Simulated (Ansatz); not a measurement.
Data:

```yaml
crystal:
  lattice:
    - [0.00000, 2.72608, 2.72608]
    - [2.72608, 0.00000, 2.72608]
    - [2.72608, 2.72608, 0.00000]
  atoms:
    - { symbol: Si, position: [0.00000, 0.00000, 0.00000] }
    - { symbol: Si, position: [0.25000, 0.25000, 0.25000] }
```

No spin polarisation.

All numbers come from Ansatz (an electronic-structure program), PBE, PAW, cutoff 420 eV, without spin-orbit coupling. Settings: 10×10×10 k-points, 0.05 eV Fermi–Dirac smearing.

Question: What is the computed hole mass (degenerate bands, along [100])?

Answer: 0.16, 0.27, 0.27 mₑ (at Γ).

Question: What is the computed gap character?

Answer: Indirect, Γ → Γ–X (87 % along).

Load acts through the strain it causes; cell and atoms are relaxed under it. Masses are band curvatures over ±0.01 Å⁻¹ around the edge. No phonon test of stability was made. The cell was made from Si in the diamond structure (space group Fd-3m, No. 227) by this change: pressure 0.9 GPa.
